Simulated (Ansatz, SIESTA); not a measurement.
**One structure in several programs: Mn3Si (P1, 4 atoms in the cell)**

Self-consistent single point, at a second geometry (atoms moved at random). First geometry:

```yaml
crystal:
  lattice:
    - [0.00000, 2.82192, 2.82192]
    - [2.82192, 0.00000, 2.82192]
    - [2.82192, 2.82192, 0.00000]
  atoms:
    - { symbol: Mn, position: [0.25000, 0.25000, 0.25000], spin: 4.0 }
    - { symbol: Mn, position: [0.75000, 0.75000, 0.75000], spin: 4.0 }
    - { symbol: Mn, position: [0.50000, 0.50000, 0.50000], spin: 4.0 }
    - { symbol: Si, position: [0.00000, 0.00000, 0.00000] }
```
(The spins are starting values, not results.)

Second geometry:
```xyz
4
Lattice="0.0000 2.8219 2.8219 2.8219 0.0000 2.8219 2.8219 2.8219 0.0000" Properties=species:S:1:pos:R:3 pbc="T T T"
Mn     1.4010     1.4143     1.4381
Mn     4.1986     4.2502     4.1827
Mn     2.8389     2.8124     2.8623
Si     0.0273    -0.0112    -0.0174
```
Moments meant for the start (each program seeds them in its own way; μB, in the order of the atoms Mn Mn Mn Si): 4.0 4.0 4.0 0.0.

Shared settings, as Ansatz (a program for electronic structure) writes them: kpoints.mp_grid.grid = 7 7 7; scf.occupations.method = fermi_dirac; scf.occupations.width = 0.0073 Ry. Potentials and cutoffs stand in the table.

| code | model | ΔF from the first geometry (meV/atom) | pressure (GPa) | largest force (eV/Å) | size of the net moment (μB/atom) | cutoff |
|---|---|---|---|---|---|---|
| SIESTA | LDA PW92, numerical atomic orbitals DZP, PseudoDojo LDA standard norm-conserving potentials (rewritten from UPF to PSML) | 12.3 | -19.38 | 0.865 | 0.30 | grid 300 Ry |
| Ansatz | LDA (PW92), PAW files made with PBE | 12.1 | -17.30 | 0.846 | 0.31 | default |

Size of the force on each atom (eV/Å): Sizes of forces hide their directions.

```csv
code,Mn1,Mn2,Mn3,Si4
SIESTA,0.545,0.865,0.304,0.534
Ansatz,0.559,0.846,0.267,0.477
```

On Ansatz's run: the magnetic order is the one reached from the typed start; others were not searched systematically. The program warned that a starting moment was not kept.

The spread over the programs that give each value: ΔF from the first geometry within 0.2 meV/atom; pressure within 2.08 GPa; largest force within 0.019 eV/Å; size of the net moment within 0.01 μB/atom.

SIESTA uses small atom-centred bases, whose incompleteness enters pressures, forces and empty levels differently from a plane-wave cutoff. Ansatz's pressure is given at a fixed set of plane waves, as the other plane-wave codes print theirs; with its correction for the finite basis it is -17.06 GPa (the shift of 0.25 GPa shows how far the cutoff is from converged).

The starting cell comes from a database of computed structures (which also holds hypothetical and non-ambient phases and stackings), without a prior relaxation at this level. For this run, on top of that: atoms moved at random.

Keys are those of Ansatz 0.2.
